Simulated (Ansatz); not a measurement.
System: Be3N2 (Ia-3, No. 206). Method: r²SCAN-D4 in Ansatz (PAW).

Settings: plane-wave cutoff 560 eV, 6×6×6 k mesh, Fermi–Dirac smearing 0.01 eV, scalar-relativistic PAW data made under PBE.

The direct gap at Γ against volume; x = 100 ln(V/6.610 Å³). One gap is withheld.

```tsv
V (Å³/atom)	x	gap (eV)
6.345	-4.09	?
6.477	-2.03	4.021
6.610	0.00	3.998
6.742	1.98	3.976
6.874	3.92	3.954
```

Q: Fit a straight line to the rows shown, give the volume deformation potential and predict the withheld gap.

A: Means of the 4 rows: x̄ = 0.968, ȳ = 3.9873 eV. Σ(x − x̄)(y − ȳ) = -0.2211 and Σ(x − x̄)² = 19.663, so the slope is -0.0112 eV per unit of x, and dE_g/d ln V = -1.1 eV. At x = -4.09: 3.9873 + (-0.0112) × (-4.09 − (0.968)) = 4.044 eV. The run gives 4.043 eV, 0.001 eV below the line.

Ansatz is a first-principles code.
